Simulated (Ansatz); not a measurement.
Output of an Ansatz run (abridged):

```
WARN the atoms were moved onto the symmetric positions of the space group found under crystal.symmetry.tolerance 1.0e-5 (fractional …
WARN ansatz: RAYON_NUM_THREADS=1 ignored (pool sized by the plan → 1); use --threads N
Pseudopotentials: kind: paw
Pseudopotential: Re, paw, valence charge 15
Pseudopotential: B, paw, valence charge 3
Crystal: 3 atoms, lattice volume = 24.057 Å³
Basis set: ecut = 420.4159175005146 eV, 455 PW (Γ), exchange–correlation on 40×40×48 points (8 copies of the dense FFT grid, shifted against one another)
Bands: 15, of which v1, the nominal top of the filled ones, is band 11 counted from 1 (10 counted from 0)
Symmetry: 24 space group operations
Space group: P6/mmm (ITA 191), of the structure as read, at distance tolerance 2.9e-5 Å
k-points: 48 of 567
Initial density: superposition of atomic densities (neutral atoms: chi_scale 0, normalization atom), corrected by the library's trained network
Initial wavefunctions: pseudopotential atomic-orbital guess
Eigensolver: davidson
Functional: x = pbe(κ = 0.804, μ = 0.2195149727645171), c = pbe(β = 0.06672455060314922)
SCF iter   1: F=—  HF=-11178.952917 eV  |F-HF|=—  |Δ(HF+E_count)|=         —  Δρ=7.99e-3  dr2=1.04e-2  ethr=1.77e-3  ⟨swp⟩=5.5  Hψ=3971  notcnv=0
all-band conjugate gradients solve this SCF's bands
preconditioner: auto → none
SCF iter   2: F=—  HF=-11178.951608 eV  |F-HF|=—  |Δ(HF+E_count)|=   1.31e-3  S|Δr|=    0.00e0  Δρ=4.69e-3  dr2=3.73e-3  ethr=4.96e-5  ⟨swp⟩=1.0  Hψ=1111  notcnv=0
SCF iter   3: F=—  HF=-11178.950966 eV  |F-HF|=—  |Δ(HF+E_count)|=   6.41e-4  S|Δr|=    0.00e0  Δρ=3.53e-4  dr2=3.09e-5  ethr=1.78e-5  ⟨swp⟩=2.2  Hψ=892  notcnv=0
SCF iter   4: F=—  HF=-11178.950947 eV  |F-HF|=—  |Δ(HF+E_count)|=   1.96e-5  S|Δr|=    0.00e0  Δρ=1.15e-4  dr2=2.10e-6  ethr=1.47e-7  ⟨swp⟩=2.2  Hψ=1051  notcnv=0
SCF iter   5: F=-11178.950946 eV  HF=-11178.950946 eV  |F-HF|=5.38e-9  |Δ(HF+E_count)|=   5.14e-7  S|Δr|=    0.00e0  Δρ=2.21e-5  dr2=3.59e-8  ethr=4.76e-10  ⟨swp⟩=4.1  Hψ=3228  notcnv=0
SCF 1 converged in 5 iterations: F = -11178.950946 eV  dr2 = 3.59e-8
SCF converged after 5 iterations
Stability not checked (fill_not_monotonic)
Free energy (F): -11178.950946 eV
Harris-Foulkes:  -11178.950946 eV  (|F-HF|=5.38e-9)
Internal energy: -11178.952195 eV  (E = F + TS)
E sigma→0 (E₀):  -11178.951362 eV
Entropy (-TS):   0.001249 eV (0.416 meV/atom)
Fermi energy:    22.686420 eV
--- Per-component energies (eV) ---
  E_band       = -31.710233
  E_kinetic    = 653.866116
  E_local      = -874.311166  (includes V_loc(G=0)·N_el)
  E_nonlocal   = 72.158202
  E_hartree    = 325.930349
  E_xc         = -472.578168
  E_vxc        = -386.257288  (∫ρ·V_xc dr)
  E_paw        = -8816.958927  (= ΣΔE_a)
  E_vpaw       = -149.023535  (= ΣTr[D̂ρ^β])
  E_aug_tail   = -0.000079  (compensation charges beyond the density's cutoff)
  E_ewald      = -2067.058521
  E_smearing   = 0.001249  (= −TS)
  E_closure    = 0.000000  (closes the sum)
  Σ components = -11178.950946   (vs F -11178.950946, Δ=0.00e0)
--- Forces (eV/Å), atoms counted from 1 ---
  atom   1  Re     0.00000000     0.00000000     0.00000000
   [... zero for the other atoms too ...]
  max |Σ_I F_I| component: 3.70e-17 eV/Å
--- Stress (GPa, compression-positive) ---
       24.439140      -0.000000      -0.000000
        0.000000      24.439140      -0.000000
       -0.000000      -0.000000      48.484247
  P = ⅓ Tr σ = 32.4542 GPa (324.542 kbar)
  The stress holds the Pulay correction. Without it, at fixed plane waves, as pw.x and ABINIT print it: P = 32.1534 GPa
--- Band table (eV; the first three rows and the last of 48) ---
  k-point 0: bands = ["-58.3086", "-20.2989", "-20.0997", "-20.0997", "5.9565", "16.1499", "16.8328", "16.8328", "18.1471", "22.1221", "22.1221", "24.8881", "24.8881", "26.8450", "26.8450"]
  k-point 1: bands = ["-58.3075", "-20.3366", "-20.0968", "-20.0968", "6.3165", "15.1164", "17.0839", "17.0839", "18.9014", "21.2786", "21.2786", "24.1643", "24.1643", "27.6427", "28.2645"]
  k-point 2: bands = ["-58.3050", "-20.4200", "-20.0901", "-20.0901", "7.3148", "13.2602", "17.8245", "17.8245", "20.0734", "20.0734", "20.1688", "22.5291", "22.5291", "27.3451", "31.0730"]
  k-point 47: bands = ["-58.2663", "-20.4475", "-20.4475", "-20.3738", "11.0856", "11.0856", "14.7468", "16.4318", "16.4318", "23.1769", "25.7689", "25.8248", "25.8248", "27.2456", "27.2456"]
```

The structure:

```
CELL_PARAMETERS angstrom
      2.94936     0.00000     0.00000
     -1.47468     2.55422     0.00000
      0.00000     0.00000     3.19346
ATOMIC_POSITIONS crystal
  Re 0.00000 0.00000 0.00000
  B  0.33333 0.66667 0.50000
  B  0.66667 0.33333 0.50000
```

Write an input that gives this output.

Other spellings and defaults could give the same log, and not every line can be read from it. The input that was run (DFT, PBE, plane waves, default PAW files):

Ansatz 0.2 input:
```yaml
# ReB2
crystal:
  lattice:
    - [2.949364, 0.000000, 0.000000]
    - [-1.474682, 2.554224, 0.000000]
    - [0.000000, 0.000000, 3.193459]
  atoms:
    - { symbol: Re, position: [0.000000, 0.000000, 0.000000] }
    - { symbol: B, position: [0.333333, 0.666667, 0.500000] }
    - { symbol: B, position: [0.666667, 0.333333, 0.500000] }
basis:
  ecutwfc: 30.9 Ry
kpoints:
  mp_grid: { grid: [9, 9, 7] }
hamiltonian:
  xc: pbe
  pseudopotentials: { kind: paw }
scf:
  occupations: { method: cold, width: 0.0073 Ry }
output:
  forces: true
  eigenvalues: true
  stress: true
```

The starting cell was generated: these elements placed on a structure prototype, without a prior relaxation; it need not be a known phase or ordering of this composition. Its lattice was rescaled by a random factor within 2.5 % of one. Spin-orbit coupling is off. Spin polarisation is off. With a pressure of about 32 GPa the cell is away from its equilibrium volume at this level. Ansatz's pressure includes its estimate of the finite-basis (Pulay) stress.

Ansatz is a quantum-chemistry and plane-wave program.
